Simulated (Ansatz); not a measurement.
## Bulk modulus B0 of LaScHO₂ (model structure, started from the SrVO2H type, P4/mmm, No. 123, 5 atoms in the cell) at several levels of theory

No measured value is used here.

**Question.** Put these levels in order of the bulk modulus B0 that they give for LaScHO₂ (model structure, started from the SrVO2H type, P4/mmm, No. 123, 5 atoms in the cell), smallest first: LDA (Ansatz, a quantum-chemistry and plane-wave program), PBE (Ansatz), r²SCAN (Ansatz).

**Answer.** PBE (120 GPa), r²SCAN (131 GPa), LDA (143 GPa)

Unless a cell is named, each level is at its own relaxed cell (LDA 12.15, PBE 13.00, r²SCAN 12.81 Å³/atom).

PBE, r²SCAN, LDA: the bulk modulus is −V dP/dV from two relaxed cells at ±2 % in volume. Each level is taken at its own relaxed cell. Cutoffs differ between the levels. Ansatz's density-functional and Hartree–Fock values are scalar-relativistic unless marked +SOC, with PAW data made under PBE.

A model structure was made by putting elements into a prototype or built by hand; it is no filed structure, need not be a known phase, and can be a saddle point held by its symmetry.
